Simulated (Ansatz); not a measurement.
Base system: Y in the hcp (Mg type) structure (space group P6_3/mmc, No. 194; a = 3.594 Å, c = 5.610 Å; relaxed with 0.1 eV smearing). Axes: x lies along a and z along c of the hexagonal cell.

All numbers come from PBEsol (Ansatz, a quantum-chemistry and plane-wave program), no spin-orbit coupling.

Base values:

The shortest interatomic distance is 3.489 Å.

Now apply this change: the cell is compressed by 3.00 % along x with no lateral relaxation; the atoms relax in the strained cell.

Question: Estimate the effect on the energy relative to the base.

Answer: The energy rises by 7.0 meV/atom.

Question: What does the calculation give for the shortest interatomic distance after the change?

Answer: The shortest interatomic distance drops by 0.023 Å (3.489 Å → 3.466 Å).

Stability against distortions was not tested. All final runs are without spin polarisation.
